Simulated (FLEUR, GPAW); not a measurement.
A FLEUR input for a self-consistent single point of AlCr2C (P6_3/mmc, 8 atoms in the cell) (DFT, LDA (Perdew-Zunger), all-electron FLAPW (FLEUR), scalar-relativistic valence):

Input of the input generator:

```
AlCr2C
&input film=f /
5.2585855032 0.0000001711 0.0000000000
-2.6292928998 4.5540685482 0.0000000000
0.0000000000 0.0000000000 23.4559401733
1.0
1.0 1.0 1.0

8
13 0.6666666667 0.3333333333 0.2500000000
13 0.3333333333 0.6666666667 0.7500000000
24 0.3333333333 0.6666666667 0.4149400000
24 0.6666666667 0.3333333333 0.5850600000
24 0.6666666667 0.3333333333 0.9149400000
24 0.3333333333 0.6666666667 0.0850600000
6 0.0000000000 0.0000000000 0.5000000000
6 0.0000000000 0.0000000000 -0.0000000000

&comp jspins=1 /
&exco xctyp='pz' /
&kpt div1=9 div2=9 div3=2 gamma=t /
&end /
```

```xml
<?xml version="1.0" encoding="UTF-8" standalone="no"?>
<fleurInput fleurInputVersion="0.39">
   <comment>
      AlCr2C                                                                                              
   </comment>
   <calculationSetup>
      <cutoffs Kmax="4.7" Gmax="14.1" GmaxXC="14.1" numbands="0"/>
      <scfLoop itmax="60" minDistance="0.00001" maxIterBroyd="25" imix="Anderson" alpha="0.05" precondParam="0.0" spinf="2.0"/>
      <coreElectrons ctail="T" frcor="F" kcrel="0" coretail_lmax="0"/>
      <xcFunctional name="pz" relativisticCorrections="F"/>
      <magnetism jspins="1"/>
      <soc l_soc="F" theta="0.0" phi="0.0" spav="F"/>
      <expertModes spex="0" secvar="F"/>
      <geometryOptimization l_f="T" forcealpha="1.0" forcemix="BFGS" epsdisp="0.00001" epsforce="0.00001"/>
      <ldaU l_linMix="F" mixParam="0.05" spinf="1.0"/>
   </calculationSetup>
   <cell>
      <bzIntegration valenceElectrons="70.0" mode="hist" fermiSmearingEnergy="0.00499791">
         <kPointListSelection listName="default-1"/>
         <!-- k-points included here -->
         <xi:include xmlns:xi="http://www.w3.org/2001/XInclude" href="kpts.xml"> </xi:include>
      </bzIntegration>
      <!-- symmetry operations included here -->
      <xi:include xmlns:xi="http://www.w3.org/2001/XInclude" href="sym.xml"> </xi:include>
      <bulkLattice scale="1.0">
         <bravaisMatrix>
            <row-1>    5.2585855032000000     0.0000001711000000     0.0000000000000000</row-1>
            <row-2>   -2.6292928997999998     4.5540685482000001     0.0000000000000000</row-2>
            <row-3>    0.0000000000000000     0.0000000000000000    23.4559401733000001</row-3>
         </bravaisMatrix>
      </bulkLattice>
   </cell>
   <atomSpecies>
      <species name="Aluminum (Al)" element="Al" atomicNumber="13">
         <mtSphere radius="2.42" gridPoints="837" logIncrement="0.014"/>
         <atomicCutoffs lmax="10" lnonsphr="8"/>
         <electronConfig flipSpins="F">
            <coreConfig>(1s1/2) (2s1/2) (2p1/2) (2p3/2)</coreConfig>
            <valenceConfig>(3s1/2) (3p1/2) (3p3/2)</valenceConfig>
            <stateOccupation state="(3p1/2)" spinUp="0.1666666666667" spinDown="0.1666666666667"/>
            <stateOccupation state="(3p3/2)" spinUp="0.3333333333333" spinDown="0.3333333333333"/>
         </electronConfig>
         <energyParameters s="3" p="3" d="3" f="4"/>
      </species>
      <species name="Chromium (Cr)" element="Cr" atomicNumber="24">
         <mtSphere radius="2.16" gridPoints="747" logIncrement="0.016"/>
         <atomicCutoffs lmax="8" lnonsphr="6"/>
         <electronConfig flipSpins="F">
            <coreConfig>(1s1/2) (2s1/2) (2p1/2) (2p3/2)</coreConfig>
            <valenceConfig>(3s1/2) (3p1/2) (3p3/2) (4s1/2) (3d3/2) (3d5/2)</valenceConfig>
            <stateOccupation state="(4s1/2)" spinUp="0.5" spinDown="0.5"/>
            <stateOccupation state="(3d3/2)" spinUp="1.0" spinDown="1.0"/>
            <stateOccupation state="(3d5/2)" spinUp="1.5" spinDown="1.5"/>
         </electronConfig>
         <energyParameters s="4" p="4" d="3" f="4"/>
         <lo type="SCLO" l="0" n="3" eDeriv="0"/>
         <lo type="SCLO" l="1" n="3" eDeriv="0"/>
      </species>
      <species name="Carbon (C)" element="C" atomicNumber="6">
         <mtSphere radius="1.22" gridPoints="423" logIncrement="0.024"/>
         <atomicCutoffs lmax="6" lnonsphr="4"/>
         <electronConfig flipSpins="F">
            <coreConfig>(1s1/2)</coreConfig>
            <valenceConfig>(2s1/2) (2p1/2) (2p3/2)</valenceConfig>
            <stateOccupation state="(2p1/2)" spinUp="0.3333333333333" spinDown="0.3333333333333"/>
            <stateOccupation state="(2p3/2)" spinUp="0.6666666666667" spinDown="0.6666666666667"/>
         </electronConfig>
         <energyParameters s="2" p="2" d="3" f="4"/>
      </species>
   </atomSpecies>
   <atomGroups>
      <atomGroup species="Aluminum (Al)">
         <relPos label="                   1">-1.000/3.000 1.000/3.000 1.000/4.000</relPos>
         <relPos label="                   2">1.000/3.000 -1.000/3.000 -1.000/4.000</relPos>
         <force calculate="T" relaxXYZ="TTT"/>
      </atomGroup>
      <atomGroup species="Chromium (Cr)">
         <relPos label="                   3">1.000/3.000 -1.000/3.000 .4149400000</relPos>
         <relPos label="                   4">-1.000/3.000 1.000/3.000 -.4149400000</relPos>
         <relPos label="                   5">-1.000/3.000 1.000/3.000 -.0850600000</relPos>
         <relPos label="                   6">1.000/3.000 -1.000/3.000 .0850600000</relPos>
         <force calculate="T" relaxXYZ="TTT"/>
      </atomGroup>
      <atomGroup species="Carbon (C)">
         <relPos label="                   7">.0000000000 .0000000000 1.000/2.000</relPos>
         <relPos label="                   8">.0000000000 .0000000000 .0000000000</relPos>
         <force calculate="T" relaxXYZ="TTT"/>
      </atomGroup>
   </atomGroups>
   <output dos="F" band="F" slice="F">
      <checks vchk="F" cdinf="F"/>
      <bandDOS minEnergy="-.5*Htr" maxEnergy="0.5*Htr" sigma="0.015" storeEVData="T"/>
      <vacuumDOS vacdos="F" integ="F" star="F" nstars="0" locx1="0.0" locy1="0.0" locx2="0.0" locy2="0.0" nstm="0" tworkf="0.0"/>
      <unfoldingBand unfoldBand="F" supercellX="1" supercellY="1" supercellZ="1"/>
      <plotting iplot="0" polar="F">
         <plot TwoD="T" vec1="  1.0  0.0  0.0" vec2="  0.0  1.0  0.0" vec3="  0.0  0.0  1.0" zero="  0.0  0.0  0.0" file="plot"/>
      </plotting>
      <chargeDensitySlicing numkpt="0" minEigenval="0.0" maxEigenval="0.0" nnne="0" pallst="F"/>
      <specialOutput eonly="F"/>
      <magneticCircularDichroism mcd="F" energyLo="-10.0" energyUp="0.0"/>
   </output>
  <!-- We include the file relax.xml here to enable relaxations (see documentation) -->
  <xi:include xmlns:xi="http://www.w3.org/2001/XInclude" href="relax.xml"> <xi:fallback/> </xi:include>
</fleurInput>
```

Task: Translate this input to GPAW.

Result: This is the input that was run; spellings and numerical settings could be chosen otherwise.

```python
from ase import Atoms
from ase.units import GPa
from gpaw import GPAW

atoms = Atoms(['Al', 'Al', 'Cr', 'Cr', 'Cr', 'Cr', 'C', 'C'],
              cell=[[2.782724, 0.000000, 0.000000],
                    [-1.391362, 2.409909, 0.000000],
                    [0.000000, 0.000000, 12.412349]],
              positions=[[1.391363, 0.803302, 3.103087],
                         [-0.000001, 1.606607, 9.309262],
                         [-0.000001, 1.606607, 5.150380],
                         [1.391363, 0.803302, 7.261969],
                         [1.391363, 0.803302, 11.356555],
                         [-0.000001, 1.606607, 1.055794],
                         [0.000000, 0.000000, 6.206175],
                         [0.000000, 0.000000, 0.000000]],
              pbc=True)

calc = GPAW(mode={'name': 'pw', 'ecut': 950},
            xc='LDA',
            kpts={'size': (9, 9, 2), 'gamma': True},
            occupations={'name': 'fermi-dirac', 'width': 0.136},
            nbands=-12,
            convergence={'density': 1e-05},
            symmetry={'symmorphic': False, 'tolerance': 0.0005},
            maxiter=150,
            txt='-')

atoms.calc = calc

energy = atoms.get_potential_energy()
print('Energy (eV):', round(energy, 6))
forces = atoms.get_forces()
print('Forces (eV/Ang):')
print(forces.round(5))
stress = atoms.get_stress()
print('Stress (GPa, Voigt):', (stress / GPa).round(4))
```

Basis, cutoffs, solver keys and any potentials are the target program's own. This input uses DFT LDA (Perdew-Wang 92), plane waves, GPAW PAW datasets LDA (gpaw-data 1.0.1). LDA parametrisations can differ slightly between programs.

The starting cell comes from a database of computed structures (which also holds hypothetical and non-ambient phases and stackings), without a prior relaxation at this level. Its lattice was rescaled by a random factor within 2.5 % of one.
